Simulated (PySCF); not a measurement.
PySCF 2.14.0, BP86/def2-svp, df: Ca(Cl)(SH)(NH3)2 ([NH3]->[Ca](<-[NH3])([SH])[Cl]), 12 atoms. The geometry is a generated start, not checked to be a minimum at this level.

- task = energy
- method = bp86
- basis = def2-svp
- two-electron scheme = density fitting
- mol.max_memory = 3000 MB
- mf.max_cycle = 100
- mf.init_guess = minao (default)
- mf.DIIS = CDIIS (default)
- mf.diis_space = 8 (default)
- mf.conv_tol = 1e-09 (default)
- mf.grids.level = 3 (default)
- basis functions = 123
- grid points = 154648

```xyz
12

Ca    -0.6396     0.0588     0.6867
Cl    -1.3198     1.7490    -1.0102
S     -0.1949    -1.4142     2.7343
H     -0.3140    -0.4675     3.6640
N      1.5854     1.3092     0.2481
H      2.0910     1.8161     0.9725
H      1.0544     1.9827    -0.3050
H      2.2718     0.8804    -0.3689
N     -1.0581    -1.4289    -1.3975
H     -1.9464    -1.9214    -1.4351
H     -0.3631    -2.0028    -1.8682
H     -1.1667    -0.5615    -1.9207
```

One run each on 2 threads, 1 BLAS thread. Values of level_shift (Hartree) tried: 0 (default), 0.1, 0.3, 1.

Q: Predict the course of the Fock builds along this series.

A: Fewest Fock builds, within one of each other: 0 (default) with 12, 0.1 with 13. The count rises to 61 at 1. All converge to one solution.

```tsv
level_shift (Hartree)	Fock builds	end
0 (default)	12	same solution
0.1	13	same solution
0.3	24	same solution
1	61	same solution
```
